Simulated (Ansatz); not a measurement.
MgO (Fm-3m), r2SCAN, rigid bands run with Ansatz (a quantum-chemistry and plane-wave program): band gap 5.68 eV, N_c = 5.87e18 cm⁻³ and N_v = 2.87e20 cm⁻³ at 300 K, conductivity masses of 0.374 mₑ (electrons) and 2.29 mₑ (holes). Take k_BT = 0.02585 eV.

**Question.** A film of it is 2 nm thick. Estimate the confinement energies in an infinite well.

**Answer.** ħ²π²/(2m t²) = 0.376 eV·nm²/(m/mₑ × t²) gives 251 meV for electrons and 41.1 meV for holes, so the gap would widen to about 5.97 eV. Finite barriers and nonparabolic bands lower this, and with several valleys or bands the heaviest mass along the normal sets the lowest level, not this average.

**Question.** What thermal injection velocity √(2k_BT/πm) limits a ballistic channel?

**Answer.** 8.80e6 cm/s for electrons and 3.56e6 cm/s for holes, a ratio of √(m_h/m_e) = 2.47, for dilute carriers.

**Question.** Find the intrinsic carrier density and the intrinsic Fermi level.

**Answer.** n_i = √(N_c N_v) exp(−E_g/2k_BT) = 4.10e19 × exp(−109.86) = 8.0e-29 cm⁻³. The level lies (k_BT/2) ln(N_v/N_c) = 50 meV from mid-gap (positive towards the conduction band). Each 0.1 eV added to the gap lowers n_i by a factor of 6.9.

Rigid, parabolic bands with the computed gap; masses take one relaxation time for all states. Spin-orbit coupling is left out.
